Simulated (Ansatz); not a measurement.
3C silicon carbide, cell Si32C32, fixed volume of 10.50 Å³/atom; nuclei sampled by path-integral MD with a finite ring of beads (1.1 ps or more). These are PBE (plane waves, PAW; Ansatz, a first-principles code) values and carry that method's errors. One k-point. By the program's own estimate these rings hold the quantum spread of harmonic modes up to 1000 cm⁻¹ to 1.8 % at the worst; if the kinetic energy errs by twice that share (a guess), it is low by up to some 3.3 meV.

```csv
T (K),beads,3k_BT/2 (meV),quantum kinetic energy (meV/atom),its block error (meV)
300,7,38.8,62.8,0.11
600,5,77.6,?,0.04
```

**Question.** Use an Einstein model of the phonons, K = (3/4)ħω coth(ħω/2k_BT), fixed at the 300 K row, to predict the withheld kinetic energy.

**Answer.** K = 62.8 meV at 300 K needs ħω = 75 meV. At 600 K this gives 90.7 meV; the path-integral run gave 91.0 meV, 0.3 meV above the model. That is within the block and bead errors together.
